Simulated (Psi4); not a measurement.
Psi4 1.11, B3LYP/def2-svp: Mo(NH)2(OH)(SH) ([NH]=[Mo](=[NH])([OH])[SH]), 9 atoms. The geometry is a generated start, not checked to be a minimum at this level.

```yaml
task: energy
method: b3lyp
basis: def2-svp
memory: 3 GB
maxiter: 100
keys_of_the_molecule_block: symmetry c1
scf_type: df (default)
e_convergence: 1e-06 (default)
d_convergence: 1e-06 (default)
dft_radial_points: 75 (default)
dft_spherical_points: 302 (default)
effective_core_potentials: those of the basis set, past Kr
basis_functions: 111
grid_points: 195508
```

```xyz
9

Mo     0.1957    -0.0319     0.0812
N      1.1953    -1.4438     0.1891
H      1.8565    -2.2083     0.1240
N     -0.1620     0.4416    -1.5498
H     -0.2083     0.6117    -2.5476
O      0.6459     1.3275     1.1373
H      1.0160     2.0903     1.5882
S     -1.8979    -0.8412     0.8223
H     -2.6413     0.0541     0.1553
```

Charge 0 and multiplicity 1 are set for this test and not shown to be the ground state.

With the defaults (diis = true, scf_initial_accelerator = adiis, damping_percentage = 0, soscf = false, soscf_start_convergence = 0.01, guess = auto, which took SAD, diis_max_vecs = 10, level_shift = 0, level_shift_cutoff = 0.01) it converges in 12 SCF iterations. One run each on 2 threads, with these changes:
- diis_max_vecs = 20
- diis = false, scf_initial_accelerator = none, damping_percentage = 60
- guess = gwh
- level_shift = 0.1, level_shift_cutoff = 0.001
- soscf = true, soscf_start_convergence = 0.001
- guess = huckel
- soscf = true
- guess = modhuckel
- diis_max_vecs = 3

Q: Which of these changes keep the SCF from converging, or lead it to another solution?

A: No convergence: diis = false, scf_initial_accelerator = none, damping_percentage = 60 (the run ends without SCF convergence in 100 iterations). The rest reach the solution of the defaults.

```csv
setting,SCF iterations,JK calls,end
soscf = true,9,35,same solution
"soscf = true, soscf_start_convergence = 0.001",10,26,same solution
the defaults,12,13,same solution
"level_shift = 0.1, level_shift_cutoff = 0.001",12,13,same solution
diis_max_vecs = 20,12,13,same solution
guess = gwh,14,14,same solution
guess = modhuckel,14,48,same solution
guess = huckel,14,48,same solution
diis_max_vecs = 3,35,36,same solution
"diis = false, scf_initial_accelerator = none, damping_percentage = 60",100,101,no convergence
```

An SOSCF iteration holds several JK calls; a Hückel guess adds calls on atoms. 1 further run of the study ended by our limits or in an error and is left out.
